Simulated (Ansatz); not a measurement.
Functionals compared on the (110) surface of zinc-blende InAs in its 1x1 cell (cut with top plane As + In, bottom plane As + In), outermost plane spacing 2.19 Å in the ideal cut, in Ansatz (plane waves, PAW). The structure was relaxed with PBE; the other rows are single points on it, each with its references at the same level. Cutoff 420 eV (500 eV for r2SCAN). HSE06 used the coarser mesh 4x3x1.

Set-up: 12 atoms, As6In6, 10.9 Å thick at the start; mesh 6x4x1; 0.025 eV smearing; dipole correction on; all atoms relaxed; held to the start's symmetry, so lower structures may exist; no spin, no spin-orbit, no U. These notes are the PBE run's.

A dash marks a value that is undefined for that row or was read on another mesh.

| functional | surface energy (J/m²) | gap of the slab on its k-mesh (eV) | highest filled level below the top vacuum level (eV) | rough cost of the single point |
|---|---|---|---|---|
| PBE | 0.45 | 0.49 | 4.85 | – |
| LDA | 0.62 | 0.37 | 5.05 | around 110 core-seconds (rough) |
| PBEsol | 0.54 | 0.45 | 4.88 | very roughly 110 core-seconds |
| RPBE | [?] | [?] | [?] | very roughly 2.2 core-minutes |
| r2SCAN | 0.56 | 0.78 | 5.11 | very roughly 4 core-minutes |
| HSE06 | 0.50 | – | – | very roughly 50 core-minutes |

Q: Complete the blanks.

A: 
- RPBE, surface energy (J/m²): 0.35
- RPBE, gap of the slab on its k-mesh (eV): 0.56
- RPBE, highest filled level below the top vacuum level (eV): 4.79

Ansatz is a program for electronic structure.
